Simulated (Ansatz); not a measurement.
## Ru: stress against strain

Ru (hcp, P6_3/mmc, 13.776 Å³/atom at rest, c along z) under a strain ε along c (axis z), the other axes held. PBE in Ansatz, a plane-wave DFT program (PAW, default set), 420 eV, 24×24×14 Γ-centred mesh, Fermi-Dirac smearing 0.10 eV; ions are relaxed within the symmetry of each cell. Stress is positive for a compressed cell.

Here s stands for strain and y for stress zz.

| strain (%) | stress zz (GPa) |
|---|---|
| -1.50 | 10.07 |
| -1.00 | 6.59 |
| -0.50 | 3.23 |
| 0.00 | 0.00 |
| 0.50 | -3.11 |
| 1.00 | -6.10 |
| 1.50 | -8.97 |
| 3.00 | ? |

Taking a straight line for y over the 7 complete rows: Means: s 0, y 0.244. About the means, the sum of products is -44.420 and the sum of squares of s is 7.0000; the slope is their ratio. Least squares gives y = 0.244 - 6.3457·s. Residuals (row less fit): 0.307, 0.000, -0.187, -0.244, -0.181, 0.002, 0.305; standard error 0.251 (degrees of freedom: 5). The slope gives the elastic constant C33 = 635 ± 9 GPa.

Task: What does the fit predict for y at s = 3.00, and how far is the calculated value from it?

Result: y = 0.244 - 6.3457 × 3.0 = -18.793 GPa. The calculation gives -16.91 GPa, 1.883 GPa above the prediction (7.0 % of the range of y in the table). The row lies outside the fitted rows, so this is an extrapolation. From the scatter of the fitted rows alone, a prediction at this place has a standard error of 0.391 GPa, so the miss is 4.8 times that.

One order more, fitted to all 13 runs of the series, follows each within 0.03, so the miss is the next term of a smooth law. In a metal these values are sensitive to mesh and smearing; energies are taken to zero smearing, stresses follow the free energy. Rows are the converged runs of the series near zero and its far end; series whose fitted rows scatter by over a few per cent of the range, as at a crossing or softening among them, aren't shown in this form. Most that stay on the fit to the last digits aren't either.
